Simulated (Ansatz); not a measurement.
**A computed series for ZnSe: pressure series**

Consider ZnSe in the zinc blende structure (space group F-43m, No. 216; a = 5.665 Å).

Cell and atoms are relaxed at each pressure.

Calculations: Ansatz (a program for electronic structure) r2SCAN, no spin-orbit coupling.

```json
[
 {"variant": "base", "band gap": "1.87 eV", "shortest interatomic distance": "2.453 Å"},
 {"variant": "pressure −2 GPa", "band gap": "1.73 eV", "shortest interatomic distance": "2.480 Å"},
 {"variant": "pressure −1 GPa", "band gap": "1.80 eV", "shortest interatomic distance": "2.466 Å"},
 {"variant": "pressure 0.3 GPa", "band gap": "1.89 eV", "shortest interatomic distance": "2.449 Å"},
 {"variant": "pressure 0.7 GPa", "band gap": "1.91 eV", "shortest interatomic distance": "___"},
 {"variant": "pressure 1.5 GPa", "band gap": "1.96 eV", "shortest interatomic distance": "2.435 Å"},
 {"variant": "pressure 3 GPa", "band gap": "2.05 eV", "shortest interatomic distance": "2.419 Å"},
 {"variant": "pressure 5 GPa", "band gap": "___", "shortest interatomic distance": "2.400 Å"},
 {"variant": "pressure 7.5 GPa", "band gap": "2.28 eV", "shortest interatomic distance": "2.378 Å"},
 {"variant": "pressure 10 GPa", "band gap": "2.39 eV", "shortest interatomic distance": "2.359 Å"}
]
```

Question: Fill in the withheld entries from the trend.

Answer: 
- pressure 0.7 GPa, shortest interatomic distance: 2.445 Å
- pressure 5 GPa, band gap: 2.16 eV

Load acts through the strain it causes; cell and atoms are relaxed under it. Whether these cells are dynamically stable was not tested. Tetrahedral semiconductors of this kind turn to denser phases somewhere between about 1 and 50 GPa; those were not computed, so compressed cells here can lie past the real transition.
